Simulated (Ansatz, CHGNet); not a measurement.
For fluorite PbF2 (high-temperature phase), the machine-learned potential CHGNet 0.3.0 (trained on PBE and PBE+U data) gives:

- elastic constant C11 = 90.2 GPa
- elastic constant C44 = 17.4 GPa
- polycrystal shear modulus = 17.2 GPa

Problem. What does r²SCAN0 in Ansatz (plane waves, PAW) give for the same quantities?

Solution. 
- elastic constant C11: 117 GPa (increases by 30 %)
- elastic constant C44: 24.7 GPa (increases by 42 %)
- Voigt–Reuss–Hill shear modulus: 26.1 GPa (rises by 52 %)

For comparison: elastic constant C11 96.1 ± 0.09 GPa (measured, room temperature, not corrected to a static lattice; as tabulated in Jamieson, Manghnani, Matsui, Ming, J. Geophys. Res. 91, 4643 (1986)); elastic constant C44 20.8 ± 0.01 GPa (measured, room temperature, not corrected to a static lattice; as tabulated in Jamieson, Manghnani, Matsui, Ming, J. Geophys. Res. 91, 4643 (1986)).

Changes are worked out from the printed values.

Unless a cell is named, each level is at its own relaxed cell (CHGNet 0.3.0 18.02, r²SCAN0 17.13 Å³/atom).

Levels without +SOC leave out spin–orbit coupling, which shifts energies and cells of such heavy elements.

Ansatz's density-functional and Hartree–Fock values are scalar-relativistic unless marked +SOC, with PAW data made under PBE.

Ansatz is a program for electronic structure.
